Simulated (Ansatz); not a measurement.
The reference is MoSi2 (space group I4/mmm, No. 139; relaxed with 0.1 eV smearing).

```xyz
3
Lattice="-1.5950 1.5950 3.9110 1.5950 -1.5950 3.9110 1.5950 1.5950 -3.9110" Properties=species:S:1:pos:R:3 pbc="T T T"
Si     0.0000     0.0000     5.2012
Si     0.0000     0.0000     2.6208
Mo     0.0000     0.0000     0.0000
```

Cartesian axes are those of the cell as printed.

All numbers come from PBEsol in Ansatz (plane waves to 420 eV, PAW, no spin-orbit coupling).

Perturbation: the cell is scaled by 0.9900 in all directions, atoms relaxed at fixed cell.

### Question
Predict the stress tensor and what it implies for the stiffness.

### Answer
Stress of the strained cell less that of the base (GPa, compression positive):
```
    6.8     0.0     0.0
    0.0     6.8     0.0
    0.0     0.0     7.7
```

Then B = −ΔP/(ΔV/V₀) with ΔV/V₀ = -0.0297 gives secant stiffness values (nonlinear terms included at this strain): B (at held cell shape, above the free-shape value) ≈ 238 GPa.

As a check, the harmonic strain energy −½ V₀ Δσ:ε is 8.8 meV/atom; the computed energy rise is 8.5 meV/atom.

Stability against distortions was not tested. All final runs are without spin polarisation.

Ansatz is a quantum-chemistry and plane-wave program.
